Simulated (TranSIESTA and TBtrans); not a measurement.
Device: Ga chain with one N atom inserted. Leads: straight Ga chain, spacing 2.422 Å. Geometry: 3 atoms about the centre moved by SIESTA (PBE, DZP) to a largest force of 0.02 eV/Å, all others as built, motion along the axis alone. Transport runs along z; the first 6 and the last 6 of the 21 atoms are the lead cells, repeated to infinity.

```xyz
21
Lattice="9.000 0.000 0.000 0.000 9.000 0.000 0.000 0.000 49.868" Properties=species:S:1:pos:R:3 pbc="F F T"
Ga     4.500     4.500     0.000
Ga     4.500     4.500     2.422
Ga     4.500     4.500     4.844
Ga     4.500     4.500     7.266
Ga     4.500     4.500     9.688
Ga     4.500     4.500    12.110
Ga     4.500     4.500    14.532
Ga     4.500     4.500    16.954
Ga     4.500     4.500    19.376
Ga     4.500     4.500    21.940
N      4.500     4.500    23.714
Ga     4.500     4.500    25.491
Ga     4.500     4.500    28.070
Ga     4.500     4.500    30.492
Ga     4.500     4.500    32.914
Ga     4.500     4.500    35.336
Ga     4.500     4.500    37.758
Ga     4.500     4.500    40.180
Ga     4.500     4.500    42.602
Ga     4.500     4.500    45.024
Ga     4.500     4.500    47.446
```
Starting moments (μB): atom 11 +1.

Run with TranSIESTA and TBtrans (open boundaries, self-consistent; PseudoDojo norm-conserving potentials, scalar-relativistic): Spin polarized, PAO.BasisSize DZP, PAO.EnergyShift 0.15 eV, XC.Authors PBE, Mesh.Cutoff 200 Ry, ElectronicTemperature 300 K, TS.Voltage 0.0 eV, TBT.Elecs.Eta 0.001 eV.

Energies count from the leads' Fermi level. Transmissions are for each spin. The energy step is 0.01 eV; narrower resonances are cut or missed.

| E (eV) | T up | T down |
|---|---|---|
| -0.20 | 1.13 | 1.14 |
| -0.15 | 1.26 | 1.27 |
| -0.10 | 1.36 | 1.39 |
| -0.05 | 1.41 | 1.44 |
| 0.00 | 1.40 | 1.44 |
| 0.05 | 1.37 | 1.40 |
| 0.10 | 1.32 | 1.34 |
| 0.15 | 1.26 | 1.28 |
| 0.20 | 1.21 | 1.22 |

### Question
Give the zero-bias conductance in μS and the resistance at 300 K.

### Answer
At the Fermi level the mean of both spins is (1.40 + 1.44)/2 = 1.42. Averaged with −∂f/∂E over the full grid (kT = 25.9 meV) it is 1.41. With G0 = 2e²/h = 77.48 μS, G = 109 μS and R = 1/G = 9.17 kΩ.

### Question
The eigenchannels at the Fermi level (both spins) transmit 0.838, 0.283, 0.283, 0.838, 0.301, 0.301. What Fano factor of the shot noise follows at low temperature and bias?

### Answer
F = Σ τ(1 − τ)/Σ τ = 1.10/2.84 = 0.39.

Moments were seeded on the central atoms alone, and one start was tried. The straight chain is held at its spacing; free chains may zigzag or dimerise.
